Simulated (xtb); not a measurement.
xtb 6.7.1, GFN2-xTB: Cr(NH)(NMe)(Br)(NMe2) (C[N]=[Cr](=[NH])([Br])[N](C)C), 18 atoms. The geometry is a generated start, not checked to be a minimum at this level.

| Quantity | Result |
|---|---|
| method | GFN2-xTB |
| --acc | 1 (default) |
| --etemp (K) | 300 (default) |
| detailed input (--input) | none: ANC optimiser, Lindh (1995) Hessian, microcycle=20, maxdispl=1.0, hlow=0.01 (default) |
| basis functions | 54 |
| valence electrons | 50 |

```xyz
18

Cr    -0.1058    -1.0468    -0.3971
N      1.2189    -1.9553    -0.7319
H      2.0230    -2.4034    -1.1593
N     -0.7121    -0.0831    -1.5787
C     -1.0219     0.6357    -2.7301
H     -2.0094     1.1059    -2.6428
H     -0.2742     1.4228    -2.8904
H     -1.0200    -0.0214    -3.6099
Br    -1.7997    -2.4943     0.2163
N      0.1994     0.0035     1.0580
C     -0.3793     1.3064     1.2842
C      1.1771    -0.2988     2.0784
H     -0.7279     1.3935     2.3231
H      0.3657     2.0980     1.1065
H     -1.2310     1.4646     0.6168
H      1.9428     0.4901     2.1265
H      0.6917    -0.3637     3.0622
H      1.6626    -1.2537     1.8683
```

Charge 0 and multiplicity 1 are set for this test and not shown to be the ground state.

The structure is relaxed from this start with --opt LEVEL for the levels crude, sloppy, loose, lax, normal, tight, vtight, extreme, once each. Up to the end of the extreme run atoms move by at most 0.94 Å along an axis.

Problem. Which level is enough to come within 1 meV of the tightest end point?

Solution. vtight: 113 cycles against 114, ending 0.00083 meV above.

```json
[
 {"level": "crude", "cycles": "1", "energy above the extreme run (meV)": "11", "gradient norm (eV/Å)": "0.19"},
 {"level": "sloppy", "cycles": "1", "energy above the extreme run (meV)": "11", "gradient norm (eV/Å)": "0.19"},
 {"level": "loose", "cycles": "1", "energy above the extreme run (meV)": "11", "gradient norm (eV/Å)": "0.19"},
 {"level": "lax", "cycles": "7", "energy above the extreme run (meV)": "5.0", "gradient norm (eV/Å)": "0.072"},
 {"level": "normal", "cycles": "11", "energy above the extreme run (meV)": "4.1", "gradient norm (eV/Å)": "0.043"},
 {"level": "tight", "cycles": "22", "energy above the extreme run (meV)": "3.6", "gradient norm (eV/Å)": "0.014"},
 {"level": "vtight", "cycles": "113", "energy above the extreme run (meV)": "under 0.01", "gradient norm (eV/Å)": "0.0035"},
 {"level": "extreme", "cycles": "114", "energy above the extreme run (meV)": "—", "gradient norm (eV/Å)": "0.0028"}
]
```
